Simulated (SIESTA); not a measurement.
SIESTA is run on Y2Ga3Ni (P3m1, 6 atoms in the cell), and the run fails. The aim is a self-consistent single point with DFT, GGA PBEsol, numerical atomic orbitals TZP, PseudoDojo PBEsol standard norm-conserving potentials (rewritten from UPF to PSML).

Cell that was meant: a = 4.3329 Å, b = 4.3329 Å, c = 7.6427 Å, α = 90.00°, β = 90.00°, γ = 120.00°.

Part of the input:

```
# files in the folder: Y.psml Ga.psml Ni.psml (PseudoDojo PBEsol standard)
SystemName  y2ga3ni
SystemLabel y2ga3ni

NumberOfAtoms                6
[...]
  2 31 Ga
  3 28 Ni
%endblock ChemicalSpeciesLabel
LatticeConstant              1.0 Ang
%block LatticeVectors
     8.187926295    0.000000000    0.000000000
    -4.093963148    7.090953508    0.000000000
```

The program printed (abridged):

```
        iscf     Eharris(eV)        E_KS(eV)     FreeEng(eV)     dDmax    Ef(eV) dHmax(eV)
   scf:    1   -12923.659474   -12959.392599   -12960.356224  2.126308 -1.977863 29.130010
   scf:    2   -12769.553558   -12928.694513   -12929.283050  0.928883 -2.762480 52.172916
   scf:    3   -12909.294224   -12935.489276   -12936.117782  0.677643 -2.775399 37.036414
   scf:    4   -12868.873881   -12933.934580   -12934.558419  0.683932 -2.654074 36.666594
   scf:    5   -11559.410184   -12572.440103   -12573.968954  2.249316 -1.994425149.865408
   [... 141 lines left out ...]
   scf:  147   -12981.561960   -12981.561497   -12982.754832  0.000446 -2.650795  0.017902
   scf:  148   -12981.561505   -12981.561510   -12982.754836  0.000443 -2.650738  0.006041
   scf:  149   -12981.560620   -12981.561070   -12982.754837  0.000388 -2.650808  0.007607
   scf:  150   -12981.561962   -12981.561523   -12982.754835  0.000340 -2.650763  0.013441
SCF_NOT_CONV: SCF did not converge in maximum number of steps (required).
SCF_NOT_CONV: SCF did not converge in maximum number of steps (required).
Geom step, scf iteration, dDmax, dHmax:    0   150      0.000340     0.000988
Geom step, scf iteration, dDmax, dHmax:    0   150      0.000340     0.000988

ABNORMAL_TERMINATION
ABNORMAL_TERMINATION
Stopping Program from Node:    0
Stopping Program from Node:    0
```

**Question.** What is wrong, and how is it fixed?

**Answer.** The fault is cell lengths in the wrong unit (bohr against Å). Bohr and ångström differ by a factor of 1.89; the cell that the program reads is then far too large or far too small. To fix it, give the lengths in the unit that the key or card expects. The run ended unconverged after 150 iterations.

The sound input it was made from differs as follows (other fixes are possible):
```diff
-SystemName  y2ga3ni
+SystemName  Y2Ga3Ni
-LatticeConstant              1.0 Ang
+LatticeConstant              1.0 Bohr
```

With that input, the run converged in 17 iterations: free energy E − TS -13013.4282 eV; Fermi level (on the code's own zero) -4.66 eV; pressure -7.78 GPa; largest force (vector length) 0.204 eV/Å (DFT, GGA PBEsol, numerical atomic orbitals TZP, PseudoDojo PBEsol standard norm-conserving potentials (rewritten from UPF to PSML)).

On the sound input: the starting cell comes from a database of computed structures (which also holds hypothetical and non-ambient phases and stackings), without a prior relaxation at this level. Its lattice was rescaled by a random factor within 2.5 % of one. Spin polarisation is off. Values carry the incompleteness of an atom-centred basis. With a pressure of about -8 GPa the cell is away from its equilibrium volume at this level.
